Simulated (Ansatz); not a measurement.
System: L1₂ (Cu3Au-type) Ni₃Al. Method: RPBE in Ansatz (PAW).

Excerpt of the program's output:

```
Crystal: 4 atoms, lattice volume = 45.385 Å³
Basis set: ecut = 520 eV, 1213 PW (Γ), exchange–correlation on 54×54×54 points (8 copies of the dense FFT grid, shifted against one another)
Bands: 36, of which v1, the nominal top of the filled ones, is band 29 counted from 1 (28 counted from 0)
Symmetry: 48 space group operations
Space group: Pm-3m (ITA 221), of the structure as read, at distance tolerance 3.6e-5 Å
k-points: 165 of 4096
Initial density: superposition of atomic densities (chi_scale 0.1, normalization cell)
Functional: x = rpbe, c = pbe(β = 0.06672455060314922)
spin=Collinear: Kerker preconditioning applied to the charge; magnetization (m = ρ↑ − ρ↓) channel mixes plain (no charge-response kernel on spin).
SCF 1 converged in 15 iterations: F = -18076.327311 eV  dr2 = 3.12e-11
SCF converged after 15 iterations
Magnetization: 0.7392 μB (28.8696 up, 28.1304 down)
Free energy (F): -18076.327311 eV
Internal energy: -18076.300403 eV  (E = F + TS)
E sigma→0 (E₀):  -18076.313857 eV
Fermi energy:    15.869603 eV
--- Forces (eV/Å), atoms counted from 1 ---
  atom   1  Al    -0.00000000    -0.00000000    -0.00000000
  atom   2  Ni     0.00000000     0.00000000     0.00000000
  atom   3  Ni    -0.00000000    -0.00000000     0.00000000
  atom   4  Ni     0.00000000     0.00000000    -0.00000000
--- Stress (GPa, compression-positive) ---
        4.643078       0.000000       0.000000
        0.000000       4.643078       0.000000
        0.000000       0.000000       4.643078
  P = ⅓ Tr σ = 4.6431 GPa (46.431 kbar)
```

Write an input file that produces this run.

This is not unique; one that fits is 
Ansatz 0.2 input:
```yaml
crystal:
  lattice:
    - [3.567, 0.0, 0.0]
    - [0.0, 3.567, 0.0]
    - [0.0, 0.0, 3.567]
  atoms:
    - { symbol: Al, position: [0.0, 0.0, 0.0], spin: 0.0 }
    - { symbol: Ni, position: [0.0, 0.5, 0.5], spin: 0.5 }
    - { symbol: Ni, position: [0.5, 0.0, 0.5], spin: 0.5 }
    - { symbol: Ni, position: [0.5, 0.5, 0.0], spin: 0.5 }
basis:
  ecutwfc: 520
  ecutrho_ratio: 4
  xc_grid: 2
kpoints:
  mp_grid: { grid: [16, 16, 16] }
hamiltonian:
  xc: rpbe
  dispersion: none
  pseudopotentials: { kind: paw }
scf:
  occupations: { method: fermi_dirac, width: 0.05 }
  convergence: { dr2_threshold: 0.0000000004 }
output:
  forces: true
  stress: true
  eigenvalues: true
magnetization:
  spin_polarized: true
```

The PAW data were made under PBE.

Note: moments this small hang on the smearing and the k mesh, and in weak itinerant magnets such levels tend to give too much. Note: cell and atoms aren't relaxed at this level (pressure 4.6 GPa).

Cost on a shared machine: roughly 70 core-seconds.

Ansatz is a quantum-chemistry and plane-wave program.
